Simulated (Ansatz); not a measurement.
**TiAl under a change: isotropic strain +2.50 %**

The reference is TiAl (space group P4/mmm, No. 123; a = 2.8241 Å, c = 4.0748 Å; relaxed with 0.1 eV smearing).

Modification: every lattice vector is stretched by 2.50 %, atoms relaxed at fixed cell.

All numbers come from Ansatz (a first-principles code), PBE, PAW, cutoff 420 eV, scalar-relativistic without spin-orbit coupling. k-mesh 20×20×14 (Γ-centred); smearing 0.1 eV (Fermi–Dirac).

- Volume per atom: 17.50 Å³ (base 16.25 Å³)
- Energy relative to the base (free energy F): +30 meV/atom
- Pressure (mean of the normal stresses, compression positive): -7.2 GPa (base 0.0 GPa)
- Band gap: zero (base zero)

Stability against distortions was not tested. All final runs are without spin polarisation.
